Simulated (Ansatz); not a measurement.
# A self-consistent single point of VCu3Se4 (P-43m, 8 atoms in the cell) with Ansatz

Method of the run: LDA (PW92), default PAW files made with PBE (plane waves; Ansatz, a quantum-chemistry and plane-wave program).

Input as run:

Ansatz 0.2 input:
```yaml
# VCu3Se4
crystal:
  lattice:
    - [5.603046, 0.000000, 0.000000]
    - [0.000000, 5.603046, 0.000000]
    - [0.000000, 0.000000, 5.603046]
  atoms:
    - { symbol: V, position_ang: [0.000000, 0.000000, 0.000000] }
    - { symbol: Cu, position_ang: [0.000000, 2.801523, 0.000000] }
    - { symbol: Cu, position_ang: [2.801523, 0.000000, 0.000000] }
    - { symbol: Cu, position_ang: [0.000000, 0.000000, 2.801523] }
    - { symbol: Se, position_ang: [1.363445, 1.363445, 1.363445] }
    - { symbol: Se, position_ang: [1.363445, 4.239601, 4.239601] }
    - { symbol: Se, position_ang: [4.239601, 4.239601, 1.363445] }
    - { symbol: Se, position_ang: [4.239601, 1.363445, 4.239601] }
basis:
  ecutwfc: 420.0
kpoints:
  mp_grid: { grid: [5, 5, 5] }
hamiltonian:
  xc: lda
  pseudopotentials: { kind: paw }
scf:
  occupations: { method: fixed }
output:
  forces: true
  eigenvalues: true
  stress: true
```

The program printed (abridged):

```
WARN ansatz: RAYON_NUM_THREADS=1 ignored (pool sized by the plan → 1); use --threads N
Pseudopotentials: kind: paw
Pseudopotential: V, paw, valence charge 13
Pseudopotential: Cu, paw, valence charge 19
Pseudopotential: Se, paw, valence charge 16
Crystal: 8 atoms, lattice volume = 175.903 Å³
Basis set: ecut = 420 eV, 3407 PW (Γ)
Bands: 81, of which v1, the nominal top of the filled ones, is band 67 counted from 1 (66 counted from 0)
Symmetry: 24 space group operations
Space group: P-43m (ITA 215), of the structure as read, at distance tolerance 5.6e-5 Å
k-points: 10 of 125 (time reversal used)
PAW frozen core: V, regenerated for the run's functional, and the local potential with it
PAW frozen core: Cu, regenerated for the run's functional, and the local potential with it
PAW frozen core: Se, regenerated for the run's functional, and the local potential with it
Initial density: superposition of atomic densities (neutral atoms: chi_scale 0, normalization atom), corrected by the library's trained network
Initial wavefunctions: pseudopotential atomic-orbital guess
Eigensolver: davidson
Functional: x = slater, c = lda
SCF iter   1: F=—  HF=-44064.055898 eV  |F-HF|=—  |Δ(HF+E_count)|=         —  Δρ=1.08e-2  dr2=8.93e-2  ethr=1.77e-3  ⟨swp⟩=4.0  Hψ=2473  notcnv=0  defer=95
all-band conjugate gradients solve this SCF's bands
preconditioner: auto → Resta (q_TF=auto, 2.607 Å⁻¹)
SCF iter   2: F=—  HF=-44064.062869 eV  |F-HF|=—  |Δ(HF+E_count)|=   6.97e-3  Δρ=1.10e-2  dr2=1.81e-1  ethr=6.66e-5  ⟨swp⟩=2.4  Hψ=1638  notcnv=0  defer=118
SCF iter   3: F=—  HF=-44064.039329 eV  |F-HF|=—  |Δ(HF+E_count)|=   2.35e-2  Δρ=5.65e-3  dr2=7.14e-2  ethr=6.66e-5  ⟨swp⟩=2.0  Hψ=1013  notcnv=0  defer=117
SCF iter   4: F=—  HF=-44064.034972 eV  |F-HF|=—  |Δ(HF+E_count)|=   4.36e-3  Δρ=2.13e-3  dr2=3.69e-3  ethr=5.33e-5  ⟨swp⟩=2.0  Hψ=754  notcnv=0  defer=117
SCF iter   5: F=—  HF=-44064.034493 eV  |F-HF|=—  |Δ(HF+E_count)|=   4.79e-4  Δρ=6.25e-4  dr2=3.78e-4  ethr=2.75e-6  ⟨swp⟩=2.7  Hψ=1011  notcnv=0  defer=119
SCF iter   6: F=—  HF=-44064.034475 eV  |F-HF|=—  |Δ(HF+E_count)|=   1.81e-5  Δρ=1.34e-4  dr2=3.64e-5  ethr=2.82e-7  ⟨swp⟩=2.0  Hψ=987  notcnv=0  defer=88
SCF iter   7: F=—  HF=-44064.034481 eV  |F-HF|=—  |Δ(HF+E_count)|=   6.30e-6  Δρ=8.46e-5  dr2=1.79e-5  ethr=2.72e-8  ⟨swp⟩=2.0  Hψ=1081  notcnv=0  defer=88
SCF iter   8: F=—  HF=-44064.034480 eV  |F-HF|=—  |Δ(HF+E_count)|=   6.38e-7  Δρ=1.17e-5  dr2=2.36e-7  ethr=1.34e-8  ⟨swp⟩=1.8  Hψ=741  notcnv=0  defer=88
SCF iter   9: F=-44064.034480 eV  HF=-44064.034480 eV  |F-HF|=1.61e-8  |Δ(HF+E_count)|=   3.91e-8  Δρ=3.99e-6  dr2=3.56e-8  ethr=7.46e-11  ⟨swp⟩=10.3  Hψ=4002  notcnv=0
SCF 1 converged in 9 iterations: F = -44064.034480 eV  dr2 = 3.56e-8
SCF converged after 9 iterations
Free energy (F): -44064.034480 eV
Harris-Foulkes:  -44064.034480 eV  (|F-HF|=1.61e-8)
Internal energy: -44064.034480 eV  (E = F + TS)
E sigma→0 (E₀):  -44064.034480 eV
Fermi energy:    7.827421 eV
--- Per-component energies (eV) ---
  E_band       = -3367.159882
  E_kinetic    = 1710.988960
  E_local      = -30069.663047  (includes V_loc(G=0)·N_el)
  E_nonlocal   = -1201.604900
  E_hartree    = 13907.024793
  E_xc         = -807.783734
  E_vxc        = -901.394725  (∫ρ·V_xc dr)
  E_paw        = -13159.569853  (= ΣΔE_a)
  E_vpaw       = -719.559525  (= ΣTr[D̂ρ^β])
  E_aug_tail   = -0.001577  (compensation charges beyond the density's cutoff)
  E_ewald      = -14453.989702
  E_core_change = 10.564579  (= ΣΔE_core)
  E_smearing   = -0.000000  (= −TS)
  E_closure    = -0.000000  (closes the sum)
  Σ components = -44064.034480   (vs F -44064.034480, Δ=0.00e0)
--- Forces (eV/Å), atoms counted from 1 ---
  atom   1  V     -0.00000000    -0.00000000    -0.00000000
  atom   2  Cu     0.00000000    -0.00000000     0.00000000
  atom   3  Cu     0.00000000     0.00000000    -0.00000000
  atom   4  Cu     0.00000000    -0.00000000     0.00000000
  atom   5  Se    -0.30365457    -0.30365457    -0.30365457
  atom   6  Se    -0.30365457     0.30365457     0.30365457
  atom   7  Se     0.30365457     0.30365457    -0.30365457
  atom   8  Se     0.30365457    -0.30365457     0.30365457
  max |Σ_I F_I| component: 1.67e-16 eV/Å
--- Stress (GPa, compression-positive) ---
       -5.246381       0.000000      -0.000000
        0.000000      -5.246381      -0.000000
        0.000000      -0.000000      -5.246381
  P = ⅓ Tr σ = -5.2464 GPa (-52.464 kbar)
  The stress holds the Pulay correction. Without it, at fixed plane waves, as pw.x and ABINIT print it: P = -5.2927 GPa
--- Band table (eV; the first three rows and the last of 10) ---
  k-point 0: bands = ["-103.4707", "-103.4707", "-103.4707", "-61.3379", "-61.3379", "-61.3379", "-61.2773", "-61.2773", "-61.2773", "-61.2773", "-61.2773", "-61.2773", "-55.9906", "-39.7457", "-39.7457", "-39.7453", "-39.7453", "-39.7453", [...]
  k-point 1: bands = ["-103.4707", "-103.4707", "-103.4707", "-61.3379", "-61.3379", "-61.3379", "-61.2774", "-61.2774", "-61.2774", "-61.2773", "-61.2773", "-61.2773", "-55.9906", "-39.7457", "-39.7456", "-39.7454", "-39.7453", "-39.7453", [...]
  k-point 2: bands = ["-103.4707", "-103.4707", "-103.4707", "-61.3379", "-61.3379", "-61.3379", "-61.2774", "-61.2774", "-61.2773", "-61.2773", "-61.2773", "-61.2773", "-55.9906", "-39.7456", "-39.7455", "-39.7455", "-39.7453", "-39.7453", [...]
  k-point 9: bands = ["-103.4707", "-103.4707", "-103.4707", "-61.3381", "-61.3378", "-61.3378", "-61.2774", "-61.2774", "-61.2774", "-61.2773", "-61.2773", "-61.2773", "-55.9905", "-39.7454", "-39.7454", "-39.7454", "-39.7454", "-39.7454", [...]
```

The run converged in 9 iterations.

The starting cell comes from a database of computed structures (which also holds hypothetical and non-ambient phases and stackings), without a prior relaxation at this level. Its lattice was rescaled by up to half a per cent. With a pressure of about -5 GPa the cell is away from its equilibrium volume at this level. Ansatz's pressure includes its estimate of the finite-basis (Pulay) stress.
